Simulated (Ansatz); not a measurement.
**tetragonal MoSi2 (0 0 1) on zinc-blende InSb (0 0 1) (film strained to the substrate, started from cuts of the bulks and a machine-learned relaxation; slabs In4Sb4 and Mo6Si16, which can lie off the formulas)**

A periodic stack without vacuum, tetragonal MoSi2 (0 0 1) on zinc-blende InSb (0 0 1) (film strained to the substrate, started from cuts of the bulks and a machine-learned relaxation; slabs In4Sb4 and Mo6Si16, which can lie off the formulas): substrate slab In4Sb4, film Mo6Si16, surface cells [[1, 0], [1, 1]] and [[-1, 1], [-1, -1]], film strained by +3.2 and +3.2 %, outermost planes Sb/In and Si/Si as cut, which need not be the usual terminations and can put a slab off its formula.

The start was prepared with a machine-learned potential, and the result is one local minimum, with the in-plane cell held and forces under 0.04 eV/Å; the film can end far from its bulk form.

Computed with PBE (plane waves to 420 eV, PAW; Ansatz, an electronic-structure program). Scalar-relativistic, without spin–orbit coupling; the runs are not spin-polarised. Its k-point mesh 7×7×1, Fermi–Dirac width 0.05 eV.

```
Property                                                                                    Value
--------------------------------------------------------------------------------  ---------------
interface area                                                                            22.0 Å²
period                                                                                    28.48 Å
heights between the nearest atoms of the two slabs at the two interfaces          1.85 and 1.44 Å
Sb–Si contacts across the interfaces within 1.22 times the sum of covalent radii   5, mean 2.81 Å
In–Si contacts across the interfaces within 1.22 times the sum of covalent radii   2, mean 2.74 Å
```

```
CELL_PARAMETERS angstrom
      4.69321     0.00064    -0.04552
      0.00050     4.69195     0.11764
      1.28657     1.89431    28.52815
ATOMIC_POSITIONS crystal
  In 0.86112 0.09421 0.20734
  In 0.38466 0.39762 0.09977
  In 0.79982 0.92539 0.44467
  In 0.33806 0.51454 0.32405
  Sb 0.87402 0.62325 0.14667
  Sb 0.38692 0.94334 0.01900
  Sb 0.82513 0.46584 0.38310
  Sb 0.34923 0.04681 0.26577
  Mo 0.44572 0.04256 0.73962
  Mo 0.94575 0.54124 0.73987
  Si 0.46689 0.59049 0.50952
  Si 0.01255 0.23309 0.51159
  Si 0.49190 0.13440 0.55820
  Si 0.97830 0.65121 0.55843
  Mo 0.47343 0.61596 0.60187
  Mo 0.97665 0.12027 0.60286
  Si 0.46607 0.09153 0.64790
  Si 0.96488 0.59368 0.64807
  Si 0.45546 0.56700 0.69427
  Si 0.95547 0.06696 0.69451
  Si 0.43608 0.51646 0.78444
  Si 0.93605 0.01667 0.78469
  Si 0.42626 0.99062 0.82987
  Si 0.92583 0.49088 0.83222
  Mo 0.41639 0.46652 0.87665
  Mo 0.91592 0.96355 0.87749
  Si 0.40779 0.94949 0.91631
  Si 0.90445 0.44082 0.92782
  Si 0.39547 0.44862 0.96619
  Si 0.89666 0.91669 0.96841
```
